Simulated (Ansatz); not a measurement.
The parent structure is KTaO$_{3}$ in the cubic perovskite structure (space group Pm-3m, No. 221).

```
CELL_PARAMETERS angstrom
      3.99013     0.00000     0.00000
      0.00000     3.99013     0.00000
      0.00000     0.00000     3.99013
ATOMIC_POSITIONS crystal
  K  0.00000 0.00000 0.00000
  Ta 0.50000 0.50000 0.50000
  O  0.00000 0.50000 0.50000
  O  0.50000 0.50000 0.00000
  O  0.50000 0.00000 0.50000
```

Cartesian axes are those of the cell as printed.

Calculations: r2SCAN (Ansatz, a first-principles code; PAW; 500 eV plane waves; without spin-orbit coupling).

Base values:

The band gap is 2.63 eV and the shortest interatomic distance is 1.995 Å.

Perturbation: tensor shear ε_yz = +2.79 % (engineering shear γ = 0.0558); the atoms relax in the strained cell.

**Question.** What does the calculation give for the band gap, shortest interatomic distance, stress and energy relative to the base after the change?

**Answer.** The band gap falls by 0.14 eV to 2.49 eV; the shortest interatomic distance stays 1.995 Å; the stress (xx, yy, zz, yz, xz, xy; compression positive) amounts to (0.10, 0.16, 0.16, -6.05, 0.00, 0.00) GPa; the energy increases by 13 meV/atom.

With Ta present, leaving out spin-orbit coupling can change the band edges. Stability against distortions was not tested.
